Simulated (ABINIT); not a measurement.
A self-consistent single point of NaF (Fm-3m, 2 atoms in the cell) with ABINIT.

Level of theory: PBE, norm-conserving pseudopotentials (PseudoDojo nc-sr-05 PBE standard) (plane waves; ABINIT).

The change in words: lattice scaled by 0.98. Reference geometry:
```
NaF
1.0
    0.00000     2.26738     2.26738
    2.26738     0.00000     2.26738
    2.26738     2.26738     0.00000
Na F
1 1
Direct
  0.00000   0.00000   0.00000
  0.50000   0.50000   0.50000
```

Reference input (self-consistent single point, DFT, PBE, plane waves, norm-conserving pseudopotentials (PseudoDojo nc-sr-05 PBE standard)): pseudos = [Na.upf, F.upf]; ecut = 44 Ha; ixc = 11; occopt = 1; ngkpt = 10 10 10; nshiftk = 1; shiftk = 0 0 0; potentials = PseudoDojo nc-sr-05 PBE standard; nband = 10; kptopt = 1; nstep = 80; tolvrs = 1e-11. This run's input differs from it in these lines:

```diff
@@ -5,5 +5,5 @@
 rprim
-        -0.0000000000    4.2847253307    4.2847253307
-         4.2847253307    0.0000000000    4.2847253307
-         4.2847253307    4.2847253307   -0.0000000000
+        -0.0000000000    4.1990300304    4.1990300304
+         4.1990300304   -0.0000000000    4.1990300304
+         4.1990300304    4.1990300304   -0.0000000000
 natom 2
```

The program printed (abridged):

```
--- !BeginCycle
solver: {iscf: 7, nstep: 80, nline: 4, wfoptalg: 0, }
tolerances: {tolvrs: 1.00E-11, }
...

     iter   Etot(hartree)      deltaE(h)  residm     vres2
 ETOT  1  -70.395481536524    -7.040E+01 3.005E-01 2.847E+02
 ETOT  2  -70.414578680246    -1.910E-02 1.344E-03 2.491E+02
 ETOT  3  -70.477851637407    -6.327E-02 1.442E-02 7.512E+00
 ETOT  4  -70.479319454499    -1.468E-03 1.473E-04 4.024E-02
 ETOT  5  -70.479327051232    -7.597E-06 7.526E-05 6.336E-03
 ETOT  6  -70.479328712553    -1.661E-06 1.380E-06 2.467E-04
 ETOT  7  -70.479328750197    -3.764E-08 1.208E-06 5.077E-06
 ETOT  8  -70.479328750645    -4.477E-10 3.002E-08 1.160E-08
 ETOT  9  -70.479328750650    -5.258E-12 4.334E-08 1.011E-10
 ETOT 10  -70.479328750651    -1.123E-12 1.015E-09 4.898E-13
 At SCF step   10       vres2   =  4.90E-13 < tolvrs=  1.00E-11 =>converged.

 Cartesian components of stress tensor (hartree/bohr^3)
  sigma(1 1)= -3.74033525E-04  sigma(3 2)=  0.00000000E+00
  sigma(2 2)= -3.74033525E-04  sigma(3 1)=  0.00000000E+00
  sigma(3 3)= -3.74033525E-04  sigma(2 1)=  0.00000000E+00

 ----iterations are completed or convergence reached----

 reduced coordinates (array xred) for    2 atoms
       0.000000000000      0.000000000000      0.000000000000
       0.500000000000      0.500000000000      0.500000000000
 cartesian forces (eV/Angstrom) at end:
    1     -0.00000000000000    -0.00000000000000    -0.00000000000000
    2     -0.00000000000000    -0.00000000000000    -0.00000000000000
 frms,max,avg= 0.0000000E+00 0.0000000E+00   0.000E+00  0.000E+00  0.000E+00 e/A
   [... lines left out ...]
 Fermi (or HOMO) energy (eV) =  -0.68148   Average Vxc (eV)=  -9.72160
   [... lines left out ...]
total_energy        : -7.04793287506511E+01
total_energy_eV     : -1.91784006882910E+03
band_energy         : -9.52053135470205E+00
...

-Cartesian components of stress tensor (GPa)         [Pressure=  1.1004E+01 GPa]
- sigma(1 1)= -1.10044444E+01  sigma(3 2)=  0.00000000E+00
- sigma(2 2)= -1.10044444E+01  sigma(3 1)=  0.00000000E+00
- sigma(3 3)= -1.10044444E+01  sigma(2 1)=  0.00000000E+00

 Calculation completed.
```

The run converged in 10 iterations. Against the reference run the free energy rises by 36.0 meV/atom, the pressure goes from 6.11 to 11.00 GPa and the gap on the mesh goes from 6.709 to 7.082 eV.

The starting cell comes from a database of computed structures (which also holds hypothetical and non-ambient phases and stackings), without a prior relaxation at this level. Its lattice was rescaled by a random factor within 2.5 % of one. For this run, on top of that: lattice scaled by 0.98. With a pressure of about 11 GPa the cell is away from its equilibrium volume at this level.

Cost on one core of a shared machine: roughly 40 s.
